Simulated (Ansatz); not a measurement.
Consider Sr in the fcc (Cu type) structure (space group Fm-3m, No. 225).

```cif
data_Sr4
_chemical_formula_sum 'Sr4'
_space_group_name_H-M_alt 'Fm-3m'
_space_group_IT_number 225
_space_group_name_Hall '-F 4 2 3'
_cell_length_a 5.92252
_cell_length_b 5.92252
_cell_length_c 5.92252
_cell_angle_alpha 90.000
_cell_angle_beta 90.000
_cell_angle_gamma 90.000
loop_
_atom_site_label
_atom_site_type_symbol
_atom_site_symmetry_multiplicity
_atom_site_Wyckoff_symbol
_atom_site_fract_x
_atom_site_fract_y
_atom_site_fract_z
_atom_site_occupancy
Sr1 Sr 4 a 0.00000 0.00000 0.00000 1
```
(The calculation used a cell of 1 atom; values per cell refer to that cell.)

All numbers come from Ansatz (an electronic-structure program), PBEsol, PAW, cutoff 420 eV, scalar-relativistic without spin-orbit coupling.

Before the change:

- Pressure: 0.0 GPa

One thing is altered: the cell is scaled by 1.0150 in all directions, atoms relaxed at fixed cell.

What does the calculation give for the energy relative to the base after the change?

The energy rises by 3.9 meV/atom.

Estimate the effect on the pressure.

The pressure goes from zero to -0.5 GPa.

The cells carry an imposed strain or load. No phonon test of stability was made.
